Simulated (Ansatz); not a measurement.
## Bulk modulus of NiAl (model structure, Fm-3m, No. 225, 2 atoms in the cell) at several levels of theory

No measured value is used here.

```
level (code)     value (GPa)  cell (Å³/atom)
---------------  -----------  --------------
LDA (Ansatz)             131           13.38
PBEsol (Ansatz)          121           13.83
r²SCAN (Ansatz)          120           13.88
```

Spin-polarised start: LDA, PBEsol, r²SCAN. LDA, PBEsol, r²SCAN: the starting moments vanished in the run, and other orders were not tried. LDA, PBEsol, r²SCAN: the bulk modulus is −V dP/dV from two relaxed cells at ±2 % in volume. Each level is taken at its own relaxed cell. Cutoffs differ between the levels. Ansatz's density-functional and Hartree–Fock values are scalar-relativistic unless marked +SOC, with PAW data made under PBE.

A model structure was made by putting elements into a prototype or built by hand; it is no filed structure, need not be a known phase, and can be a saddle point held by its symmetry.

Ansatz is an electronic-structure program.
